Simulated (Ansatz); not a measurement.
## A computed series for HfN: alloy series

Take HfN in the rock salt structure (space group Fm-3m, No. 225; a = 4.502 Å) as the base.

The other end (x = 1) is TaN in the rock salt structure (space group Fm-3m, No. 225): 10.47 Å³/atom, gap zero; this end may not be an ambient phase.

Ta replaces a fraction x of Hf; each row is one arrangement (x, atoms in the cell, starting space group or random), fully relaxed.

Level of theory: PBEsol (Ansatz, a program for electronic structure; PAW; 420 eV plane waves; without spin-orbit coupling).

Notes on the quantities. mixing energy: to 0.01 eV only: unlike meshes or grids.

```
variant                        mixing energy  volume per atom
-----------------------------  -------------  ---------------
base                                       –         11.40 Å³
x(Ta) = 0.5, 4 atoms, P4/mmm    0.00 eV/atom              ___
x(Ta) = 0.75, 8 atoms, I4/mmm   0.00 eV/atom         10.68 Å³
x(Ta) = 0.75, 8 atoms, Cmmm    -0.01 eV/atom         10.68 Å³
x(Ta) = 0.75, 8 atoms, Pmmm     0.00 eV/atom         10.68 Å³
```

Q: Fill in the withheld entries from the trend.

A: 
- x(Ta) = 0.5, 4 atoms, P4/mmm, volume per atom: 10.91 Å³

These are small ordered cells, not random alloys; other orderings at the same x differ. No phonon test of stability was made. All final runs are without spin polarisation. An odd electron count without spin: HfTaN2, HfN and HfTa3N4. This is not the structure that TaN has at room temperature and ambient pressure.
